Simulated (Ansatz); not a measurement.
Where the default PAW files enter, the runs use the earlier of Ansatz's two default sets.

Tunnelling through a barrier is set by its complex band structure: the current falls as exp(−2κd) with the smallest κ.

Data:

```
CdS
1.0
    4.08546     0.00000     0.00000
   -2.04273     3.53811     0.00000
    0.00000     0.00000     6.77962
Cd S
2 2
Cartesian
  2.04273   1.17937   3.39130
  0.00000   2.35874   0.00149
  2.04273   1.17937   5.94424
  0.00000   2.35874   2.55443
```

Space group of this cell: P6_3mc, wurtzite. The cell is strained (lengths across the current scaled by 0.98, ions clamped); by r2SCAN its mean pressure is 2.4 GPa.

Transport runs along the normal of the first two printed cell vectors, the (001) (indices of the unstrained crystal) plane of the conventional cell.

The gap is the functional's own. No spin-orbit coupling. Mid-gap values are interpolated on the energy grid.

Problem. Compute, with Ansatz (an electronic-structure program) with r2SCAN, the band gap and the smallest decay constant κ at mid-gap.

Solution. Gap 1.68 eV on a 12×12×6 mesh; κ = 0.129 1/Å, at the zone centre.
